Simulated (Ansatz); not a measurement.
**WSi2: response to strain**

Base system: WSi2 (space group I4/mmm, No. 139; a = 3.212 Å, c = 7.807 Å; relaxed with 0.1 eV smearing). Axes: x, y, z lie along a, b, c of the conventional cell.

Strains are applied to the cell and any free atomic positions relax; under biaxial strain the out-of-plane vector relaxes too; under stress the whole cell relaxes.

Computed with Kohn–Sham DFT with the r2SCAN functional, run in Ansatz (a first-principles code) with PAW and 500 eV plane waves, no spin-orbit coupling, earlier PAW set.

Notes on the quantities. pressure: mean of the normal stresses, compression positive.

```json
[
 {"case": "base", "volume per atom": "13.42 Å³", "pressure": "0.0 GPa", "space group": "I4/mmm (No. 139)"},
 {"case": "biaxial strain +1.28 %, plane normal [001], relaxed out of plane", "volume per atom": "13.71 Å³", "pressure": "-4.3 GPa", "space group": "I4/mmm (No. 139)"},
 {"case": "biaxial strain +4.10 %, plane normal [001], relaxed out of plane", "volume per atom": "14.38 Å³", "pressure": "-12.2 GPa", "space group": "I4/mmm (No. 139)"},
 {"case": "isotropic strain −0.86 %", "volume per atom": "13.08 Å³", "pressure": "6.4 GPa", "space group": "I4/mmm (No. 139)"},
 {"case": "isotropic strain +2.03 %", "volume per atom": "14.26 Å³", "pressure": "-12.3 GPa", "space group": "I4/mmm (No. 139)"},
 {"case": "isotropic strain +4.34 %", "volume per atom": "15.25 Å³", "pressure": "-22.3 GPa", "space group": "I4/mmm (No. 139)"},
 {"case": "uniaxial stress, 5 GPa tension along z", "volume per atom": "[?]", "pressure": "–", "space group": "I4/mmm (No. 139)"},
 {"case": "uniaxial stress, 3 GPa tension along x", "volume per atom": "13.49 Å³", "pressure": "–", "space group": "Immm (No. 71)"},
 {"case": "tensor shear ε_xy = +0.87 %", "volume per atom": "13.42 Å³", "pressure": "0.1 GPa", "space group": "Fmmm (No. 69)"},
 {"case": "tensor shear ε_yz = −0.18 %", "volume per atom": "13.42 Å³", "pressure": "0.0 GPa", "space group": "C2/m (No. 12)"}
]
```

Task: Complete the table.

Result: 
- uniaxial stress, 5 GPa tension along z, volume per atom: 13.51 Å³

Stability under load was not tested beyond the relaxation. All final runs are without spin polarisation.
